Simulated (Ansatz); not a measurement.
## TiO2, response to strain

The reference is TiO$_{2}$ in the rutile structure (space group P4_2/mnm, No. 136; a = 4.591 Å, c = 2.939 Å). Axes: x, y, z lie along a, b, c of the conventional cell.

Strains are applied to the cell and any free atomic positions relax.

Method: Ansatz (a first-principles code) PBEsol, without spin-orbit coupling.

Notes on the quantities. pressure: mean of the normal stresses, compression positive; energy relative to the base: free energy F.

| variant | electron mass | pressure | energy relative to the base | width of the top valence band |
|---|---|---|---|---|
| base | 0.54 mₑ along c, 1.1 mₑ across (at Γ) | 0.0 kbar | 0 meV/atom | 1.65 eV |
| uniaxial strain ε_zz = −3.00 % | 0.50 mₑ along z, 1.0 mₑ across (at Γ) | 89.1 kbar | +15 meV/atom | 1.67 eV |
| uniaxial strain ε_zz = −2.40 % | 0.51 mₑ along z, 1.1 mₑ across (at Γ) | … | … | 1.67 eV |
| uniaxial strain ε_zz = −1.80 % | 0.51 mₑ along z, 1.1 mₑ across (at Γ) | 51.8 kbar | +5.4 meV/atom | 1.66 eV |
| uniaxial strain ε_zz = −1.20 % | 0.52 mₑ along z, 1.1 mₑ across (at Γ) | 34.0 kbar | +2.4 meV/atom | 1.66 eV |
| uniaxial strain ε_zz = −0.60 % | 0.53 mₑ along z, 1.1 mₑ across (at Γ) | 16.7 kbar | +0.6 meV/atom | 1.65 eV |

Q: Complete the table.

A: 
- uniaxial strain ε_zz = −2.40 %, pressure: 70.1 kbar
- uniaxial strain ε_zz = −2.40 %, energy relative to the base: +9.7 meV/atom

The levels and masses belong to the bands next to the band gap. Masses are band curvatures over ±0.01 Å⁻¹ around the edge. Whether these cells are dynamically stable was not tested. All final runs are without spin polarisation.
